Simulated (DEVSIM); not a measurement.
System: Co/TiO2/n-In0.53Ga0.47As capacitor, at 300 K.

Layer 1 from the left is TiO2, thickness (nm) 3.20. Layer 2 from the left is In0.53Ga0.47As, thickness (nm) 11000, Nd (cm⁻³) 2.6e15.

Metal gate on the left, work function 5 eV. Fixed charge at the semiconductor interface -2.9e10 cm⁻² (in units of +e); no interface traps.

The device is made up for the run: typed textbook-type constants, with dimensions and the other settings drawn at random. Values at 300 K.

TiO2: gap (eV) 3.2, affinity (eV) 3.9, permittivity 60. In0.53Ga0.47As: gap (eV) 0.74, affinity (eV) 4.51, permittivity 13.9, Nc (cm⁻³) 2.1e17, Nv (cm⁻³) 7.7e18.

### Question
Estimate by hand the flat-band voltage, the threshold voltage, and compare with a numerical solution.

### Answer

- Flat-band voltage: C = 16.6 μF/cm², work-function difference 0.376 V; VFB = φms − qNf/C = 0.38 V; numerical 0.38 V.
- Threshold voltage: φF = 0.210 V, depletion charge √(4εqNφF) = 2.07e-8 C/cm²; VT = VFB − 2φF − Qd/C = -0.04 V; numerical -0.04 V.

Simulated with DEVSIM: 1D Poisson equation in equilibrium, Boltzmann statistics, complete ionisation; no quantum confinement or tunnelling. Metal contacts follow the ideal Schottky-Mott rule: no Fermi-level pinning, no interface dipoles.
